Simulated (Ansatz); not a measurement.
The starting structures come from a database of crystals and need not be the phases stable at ambient conditions.

 Where the default PAW files enter, the runs use the earlier of Ansatz's two default sets.

Evanescent states of SnGe4Te4Se (R3m, not sure to be the ambient phase, 10 atoms a cell, 28.1 Å³ an atom) along the normal of (001)

The numbers are results of r2SCAN (plane waves, PAW; Ansatz, a program for electronic structure), not measurements.

The gap is the functional's own. No spin-orbit coupling. Mid-gap values are interpolated on the energy grid.

Energies count from the valence-band top; κ is the least over a 12×12 mesh across the current.

| E (eV) | κ (1/Å) | where |
|---|---|---|
| 0.03 | 0.009 | off Γ |
| 0.07 | 0.046 | off Γ |
| 0.12 | 0.051 | off Γ |
| 0.17 | 0.055 | off Γ |
| 0.23 | 0.057 | off Γ |
| 0.28 | 0.059 | off Γ |
| 0.33 | 0.059 | off Γ |
| 0.38 | 0.059 | off Γ |
| 0.42 | 0.058 | off Γ |
| 0.47 | 0.055 | off Γ |
| 0.53 | 0.050 | off Γ |
| 0.57 | 0.043 | off Γ |
| 0.62 | 0.031 | off Γ |

How thick must the barrier be to attenuate the transmission by 10^6 when the electrodes' Fermi level lies at 0.42 eV, and what attenuation does that film give at 0.12 eV?

d = 6 ln 10 / (2 × 0.058) = 119.1 Å. At 0.12 eV it gives 6 × 0.051/0.058 = 5.3 decades.
